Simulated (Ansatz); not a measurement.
Consider TlCl in the NiAs type structure (space group P6_3/mmc, No. 194; a = 4.347 Å, c = 7.726 Å; a hypothetical phase, not in the database extracts checked).

Perturbation: a negative pressure, −2 GPa.

Level of theory: Kohn–Sham DFT with the PBEsol functional, run in Ansatz (an electronic-structure program) with PAW and 420 eV plane waves, no SOC.

Base, band edges from the VBM (valence, conduction): K -0.35, 3.66; H -1.26, 2.70; M -0.73, 1.96; L -1.68, 3.37; A -1.39, 3.93; Γ 0.00, 1.77 eV.

Problem. Give the band edges at the high-symmetry points of the new zone, measured from its valence-band maximum.

Solution. 
```
point  valence edge (eV)  conduction edge (eV)
-----  -----------------  --------------------
Γ                   0.00                  2.06
M                  -0.53                  2.40
K                  -0.23                  3.91
A                  -1.04                  4.09
L                  -1.28                  3.65
H                  -0.95                  3.17
```

The gap is 2.06 eV, direct at Γ.

Spin-orbit coupling, missing from the scalar runs, can matter with Tl. Load acts through the strain it causes; cell and atoms are relaxed under it. Whether these cells are dynamically stable was not tested.
